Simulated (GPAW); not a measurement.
Band structure of V₃Cd (Pm-3m, 4 atoms in the cell).

```
CELL_PARAMETERS angstrom
      3.93288     0.00000     0.00000
      0.00000     3.93288     0.00000
      0.00000     0.00000     3.93288
ATOMIC_POSITIONS crystal
  V  0.00000 0.50000 0.50000
  V  0.50000 0.00000 0.50000
  V  0.50000 0.50000 0.00000
  Cd 0.00000 0.00000 0.00000
```
Moments meant for the start (each program seeds them in its own way; μB, in the order of the atoms V V V Cd): 2.0 2.0 2.0 0.0.

Computed with PBEsol, GPAW PAW datasets PBEsol (made by gpaw-setup) (plane waves; GPAW).

Settings: spinpol = true; mode = pw; ecut = 850 eV; xc = PBEsol; kpts = 7 7 7; mesh shift (steps) = 0 0 0; occupations.name = methfessel-paxton; occupations.width = 0.1 eV; occupations.order = 0; nbands = -12; symmetry.symmorphic = false; symmetry.tolerance = 0.0005; maxiter = 150; bandpath_npoints = 40.

The starting cell comes from a database of computed structures (which also holds hypothetical and non-ambient phases and stackings), without a prior relaxation at this level. The starting moments vanished: the run ended non-magnetic, which need not be the lowest state.

Levels in eV from the Fermi level, bands 22 to 29 of the first spin channel:
| point | 22 | 23 | 24 | 25 | 26 | 27 | 28 | 29 |
|---|---|---|---|---|---|---|---|---|
| Γ | -1.28 | -1.17 | -1.17 | 1.36 | 1.36 | 1.36 | 1.88 | 1.88 |
| X | -1.35 | -1.20 | -0.11 | 0.13 | 0.13 | 0.36 | 1.02 | 1.03 |
| M | -1.48 | -0.91 | -0.72 | -0.72 | 0.33 | 0.33 | 0.88 | 0.94 |
| R | -0.64 | -0.64 | -0.64 | 0.00 | 0.00 | 0.00 | 0.59 | 1.34 |

Bands cross the Fermi level along this path, so the cell is metallic at this level.

The net moment of the cell came out as 0.00 μB.
